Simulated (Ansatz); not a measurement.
System: HfTeSe (P3m1, No. 156, 3 atoms in the cell; start mp-1224271). Method: r²SCAN+rVV10 (PAW; Ansatz, an electronic-structure program).

The input as run:

Ansatz 0.2 input:
```yaml
crystal:
  lattice:
    - [3.863404104, 0.0, 0.0]
    - [-1.931702052, 3.3458060992, 0.0]
    - [0.0, 0.0, 6.5099072909]
  atoms:
    - { symbol: Hf, position: [0.0, 0.0, 0.9814119133] }
    - { symbol: Te, position: [0.6666666667, 0.3333333333, 0.2622092739] }
    - { symbol: Se, position: [0.3333333333, 0.6666666667, 0.7563888128] }
basis:
  ecutwfc: 560
  ecutrho_ratio: 4
  xc_grid: 3
kpoints:
  mp_grid: { grid: [18, 18, 8] }
  band_path:
    path:
      - [0.0, 0.0, 0.0]
      - [0.055556, 0.0, 0.0]
      - [0.111111, 0.0, 0.0]
      - [0.166667, 0.0, 0.0]
      - [0.222222, 0.0, 0.0]
      - [0.277778, 0.0, 0.0]
      - [0.333333, 0.0, 0.0]
      - [0.388889, 0.0, 0.0]
      - [0.444444, 0.0, 0.0]
      - [0.5, 0.0, 0.0]
      - [0.466667, 0.066667, 0.0]
      - [0.433333, 0.133333, 0.0]
      - [0.4, 0.2, 0.0]
      - [0.366667, 0.266667, 0.0]
      - [0.333333, 0.333333, 0.0]
      - [0.30303, 0.30303, 0.0]
      - [0.272727, 0.272727, 0.0]
      - [0.242424, 0.242424, 0.0]
      - [0.212121, 0.212121, 0.0]
      - [0.181818, 0.181818, 0.0]
      - [0.151515, 0.151515, 0.0]
      - [0.121212, 0.121212, 0.0]
      - [0.090909, 0.090909, 0.0]
      - [0.060606, 0.060606, 0.0]
      - [0.030303, 0.030303, 0.0]
      - [0.0, 0.0, 0.125]
      - [0.0, 0.0, 0.25]
      - [0.0, 0.0, 0.375]
      - [0.0, 0.0, 0.5]
      - [0.055556, 0.0, 0.5]
      - [0.111111, 0.0, 0.5]
      - [0.166667, 0.0, 0.5]
      - [0.222222, 0.0, 0.5]
      - [0.277778, 0.0, 0.5]
      - [0.333333, 0.0, 0.5]
      - [0.388889, 0.0, 0.5]
      - [0.444444, 0.0, 0.5]
      - [0.5, 0.0, 0.5]
      - [0.466667, 0.066667, 0.5]
      - [0.433333, 0.133333, 0.5]
      - [0.4, 0.2, 0.5]
      - [0.366667, 0.266667, 0.5]
      - [0.333333, 0.333333, 0.5]
      - [0.30303, 0.30303, 0.5]
      - [0.272727, 0.272727, 0.5]
      - [0.242424, 0.242424, 0.5]
      - [0.212121, 0.212121, 0.5]
      - [0.181818, 0.181818, 0.5]
      - [0.151515, 0.151515, 0.5]
      - [0.121212, 0.121212, 0.5]
      - [0.090909, 0.090909, 0.5]
      - [0.060606, 0.060606, 0.5]
      - [0.030303, 0.030303, 0.5]
      - [0.5, 0.0, 0.375]
      - [0.5, 0.0, 0.25]
      - [0.5, 0.0, 0.125]
      - [0.333333, 0.333333, 0.375]
      - [0.333333, 0.333333, 0.25]
      - [0.333333, 0.333333, 0.125]
    npoints: 1
hamiltonian:
  xc: r2scan
  dispersion: rvv10
  pseudopotentials: { kind: paw }
scf:
  occupations: { method: fermi_dirac, width: 0.05 }
  convergence: { dr2_threshold: 0.0000000003 }
output:
  forces: true
  stress: true
  eigenvalues: true
  write_bands: true
```

From the output:

```
Crystal: 3 atoms, lattice volume = 84.148 Å³
Basis set: ecut = 560 eV, 2563 PW (Γ), exchange–correlation on 90×90×162 points (27 copies of the dense FFT grid, shifted against one another)
Bands: 35, of which v1, the nominal top of the filled ones, is band 29 counted from 1 (28 counted from 0)
Symmetry: 6 space group operations
Space group: P3m1 (ITA 156), of the structure as read, at distance tolerance 4.4e-5 Å
k-points: 266 of 2592 (time reversal used)
Functional: x = r2scan, c = r2scan + rvv10(b = 11.95, C = 0.0093); τ floored in thin density (d = 2e-4 eV/Å³)
SCF iter   1: F=—  HF=-28203.652828 eV  |F-HF|=—  |Δ(HF+E_count)|=         —  Δρ=5.74e-3  dr2=5.58e-2  dr2_τ=4.44e-2
SCF iter   2: F=—  HF=-28203.666712 eV  |F-HF|=—  |Δ(HF+E_count)|=   1.39e-2  Δρ=3.66e-3  dr2=3.73e-2  dr2_τ=8.46e-4
  ...
SCF iter  12: F=—  HF=-28203.664379 eV  |F-HF|=—  |Δ(HF+E_count)|=   1.62e-9  Δρ=7.41e-7  dr2=6.30e-10  dr2_τ=2.14e-11
SCF iter  13: F=-28203.664379 eV  HF=-28203.664379 eV  |F-HF|=1.82e-11  |Δ(HF+E_count)|=  5.68e-10  Δρ=2.73e-7  dr2=9.98e-11  dr2_τ=9.31e-12
SCF 1 converged in 13 iterations: F = -28203.664379 eV  dr2 = 9.98e-11
SCF converged after 13 iterations
Free energy (F): -28203.664379 eV
Internal energy: -28203.663068 eV  (E = F + TS)
E sigma→0 (E₀):  -28203.663724 eV
Fermi energy:    10.980910 eV
--- Forces (eV/Å), atoms counted from 1 ---
  atom   1  Hf     0.00000000    -0.00000000     0.00159871
  atom   2  Te     0.00000000     0.00000000    -0.00192538
  atom   3  Se     0.00000000    -0.00000000     0.00034019
--- Stress (GPa, compression-positive) ---
       -0.006071       0.000000       0.000000
        0.000000      -0.006071       0.000000
        0.000000      -0.000000      -0.007715
  P = ⅓ Tr σ = -0.0066 GPa (-0.066 kbar)
```

The PAW data were made under PBE.

A start named mp-… is a Materials Project structure, which need not be a measured phase.
